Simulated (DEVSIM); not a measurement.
Structure: illuminated Si n-on-p cell, one wavelength, with a back-surface field, at 350 K.

```tsv
layer (left to right)	material	thickness (μm)	Nd (cm⁻³)	Na (cm⁻³)	τn (s)	τp (s)	absorption coefficient (cm⁻¹)
1	Si	0.0830	1.6e18	-	7.5e-7	1.6e-7	26000
2	Si	250	-	4.7e16	6.8e-6	6.8e-6	26000
3	Si	0.380	-	4.6e18	6.8e-6	6.8e-6	26000
```

Left contact: ohmic, minority hole recombination velocity 2e6 cm/s. Right contact: ohmic, minority electron recombination velocity 3000 cm/s. Voltage is applied to the left contact. Recombination: SRH at mid-gap, radiative, Auger. Light enters at the left, 6e17 photons cm⁻² s⁻¹, one pass, no reflection. Mobility is constant in doping. Where it depends on doping, it is μmin + (μ − μmin)/(1 + (N/Nref)^α).

This is a model device: material constants are rounded textbook-type values typed into the input, and sizes, dopings and lifetimes were drawn at random. Values at 300 K; Nc and Nv go as T^1.5, mobilities as T to minus their exponent, the gap by Varshni's rule with the affinity fixed. The table also holds parameters that only a changed run uses.

```tsv
parameter	Si
gap (eV)	1.124
affinity (eV)	4.05
permittivity	11.7
Nc (cm⁻³)	2.86e19
Nv (cm⁻³)	3.1e19
μn (cm²/Vs)	1417
μp (cm²/Vs)	470
μn,min	52
μp,min	45
Nref,n	9.7e16
Nref,p	2.2e17
αn	0.68
αp	0.72
T exponent of μn	2.3
T exponent of μp	2.2
B (cm³/s)	4.7e-15
Cn (cm⁶/s)	2.8e-31
Cp (cm⁶/s)	9.9e-32
Varshni α (eV/K)	0.000473
Varshni β (K)	636
```

Simulated with DEVSIM: 1D drift-diffusion, Boltzmann statistics, complete ionisation; no tunnelling, impact ionisation, image-force lowering or self-heating.

Base results: open-circuit voltage (V) 0.477; largest power (mW/cm²) 33.3; dark forward voltage at 1 A/cm² (V) 0.561; share of generated pairs collected at short circuit 0.940.

Task: What follows from this one change: doping Na of layer 2 4.7e+16 → 1.4e+16 cm^-3?

Result: open-circuit voltage 0.477 → 0.472 V; largest power 33.3 → 32.6 mW/cm²; dark forward voltage at 1 A/cm² 0.561 → 0.574 V; share of generated pairs collected at short circuit little changed (0.938).

Task: What follows from this one change: thickness of layer 1 0.083 → 0.029 μm?

Result: open-circuit voltage 0.477 → 0.464 V; largest power 33.3 → 33.7 mW/cm²; dark forward voltage at 1 A/cm² 0.561 → 0.545 V; share of generated pairs collected at short circuit 0.940 → 0.987.

Task: What follows from this one change: doping-dependent mobility in place of the constant one?

Result: open-circuit voltage 0.477 → 0.501 V; largest power 33.3 → 34.4 mW/cm²; dark forward voltage at 1 A/cm² 0.561 → 0.587 V; share of generated pairs collected at short circuit 0.940 → 0.918.
